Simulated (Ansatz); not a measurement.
IrCo3C (model structure, started from the Mn3GaN type, Pm-3m, No. 221, 5 atoms in the cell) was calculated with PBE (Ansatz, an electronic-structure program, PAW).

Numerical settings: plane-wave cutoff 520 eV, 14×14×14 k mesh, Fermi–Dirac smearing 0.05 eV, spin-polarised with parallel moments, scalar-relativistic PAW data made under PBE.

Cell (relaxed at this level):

```cif
data_CCo3Ir
_chemical_formula_sum 'Co3 Ir1 C1'
_space_group_name_H-M_alt 'P 1'
_space_group_IT_number 1
_cell_length_a 3.78311
_cell_length_b 3.78311
_cell_length_c 3.78311
_cell_angle_alpha 90.000
_cell_angle_beta 90.000
_cell_angle_gamma 90.000
loop_
_space_group_symop_operation_xyz
  'x, y, z'
loop_
_atom_site_label
_atom_site_type_symbol
_atom_site_fract_x
_atom_site_fract_y
_atom_site_fract_z
_atom_site_occupancy
Co1 Co 0.50000 0.50000 0.00000 1
Co2 Co 0.00000 0.50000 0.50000 1
Co3 Co 0.50000 0.00000 0.50000 1
Ir1 Ir 0.00000 0.00000 0.00000 1
C1 C 0.50000 0.50000 0.50000 1
```
Starting moments (μB, in the order of the record's atoms Co Co Co Ir C): 3.0 3.0 3.0 0.0 0.0.

Q: Estimate the bulk modulus B0 that the calculation returns.

A: 
bulk modulus B0: 227 GPa

The run finds no gap.

Note: the magnetic order was assumed, not searched for or taken from measurement; the bulk modulus is −V dP/dV from two relaxed cells at ±2 % in volume; the relaxation could raise the start's symmetry but not lower it, so the cell can be a saddle point.

Spin–orbit coupling is not included; it can open a gap where bands touch, and shift volumes and moduli.

The result took around 3 core-minutes (rough).

A model structure was made by putting elements into a prototype or built by hand; it is no filed structure, need not be a known phase, and can be a saddle point held by its symmetry.
